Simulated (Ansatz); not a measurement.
The starting structures come from a database of crystals and need not be the phases stable at ambient conditions.

Data:

```yaml
crystal:
  lattice:
    - [5.87456, 0.00000, 0.00000]
    - [2.93728, 9.63358, 0.00000]
    - [2.93728, -0.89558, 2.79742]
  atoms:
    - { symbol: Sr, position: [0.15381, 0.84619, 0.34619] }
    - { symbol: Sr, position: [0.34619, 0.15381, 0.65381] }
    - { symbol: Zn, position: [0.00000, 0.50000, 0.50000] }
    - { symbol: Zn, position: [0.50000, 0.50000, 0.50000] }
    - { symbol: As, position: [0.67031, 0.32969, 0.82969] }
    - { symbol: As, position: [0.82969, 0.67031, 0.17031] }
    - { symbol: F, position: [0.50000, 0.00000, 0.00000] }
    - { symbol: F, position: [0.00000, 0.00000, 0.00000] }
```

Space group of this cell: P4/nmm. The cell is taken as given; by r2SCAN its mean pressure is -2.4 GPa.

Transport runs along the normal of the first two printed cell vectors, the (111) plane of the conventional cell.

No gap correction and no spin-orbit coupling; mid-gap values are interpolated between computed energies.

### Question
Predict the band gap and the smallest decay constant κ at mid-gap from r2SCAN run with Ansatz (a first-principles code).

### Answer
Gap 1.04 eV on a 12×12×12 mesh; κ = 0.143 1/Å, at the zone centre.
